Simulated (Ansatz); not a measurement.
Take PbS in the rock salt structure (space group Fm-3m, No. 225) as the base.

```
PbS
1.0
    0.00000     2.92251     2.92251
    2.92251     0.00000     2.92251
    2.92251     2.92251     0.00000
Pb S
1 1
Direct
  0.00000   0.00000   0.00000
  0.50000   0.50000   0.50000
```

The values are results of LDA/PAW in Ansatz (an electronic-structure program), no SOC, not measurements.

Base values:

* **Band gap**: 0.06 eV
* **Gap character**: direct at L

Now apply this change: an isotropic linear strain of +2.50 %; the atoms relax in the strained cell.

How does this affect the band gap and gap character?

The band gap grows by 0.27 eV, from 0.06 eV to 0.33 eV; the gap character remains direct at L.

Spin-orbit coupling, missing from the scalar runs, can matter with Pb. No phonon test of stability was made. The zero or small gap of PbS can change with the level of theory.
